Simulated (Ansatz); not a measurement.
Consider Cu in the fcc (Cu type) structure (space group Fm-3m, No. 225; relaxed with 0.1 eV smearing).

```
Cu
1.0
    0.00000     1.78951     1.78951
    1.78951     0.00000     1.78951
    1.78951     1.78951     0.00000
Cu
1
Direct
  0.00000   0.00000   0.00000
```

Calculations: r2SCAN (Ansatz, a program for electronic structure, PAW, scalar-relativistic without spin-orbit coupling), earlier PAW set.

Before the change:

| Property | Result |
|---|---|
| Pressure | 0.0 GPa |

Modification: every lattice vector is stretched by 3.36 %, atoms relaxed at fixed cell.

**Question.** What happens to the pressure?

**Answer.** The pressure goes from zero to -12.6 GPa.

**Question.** Estimate the effect on the energy relative to the base.

**Answer.** The energy rises by 52 meV/atom.

The cells carry an imposed strain or load. Stability against distortions was not tested. All final runs are without spin polarisation.
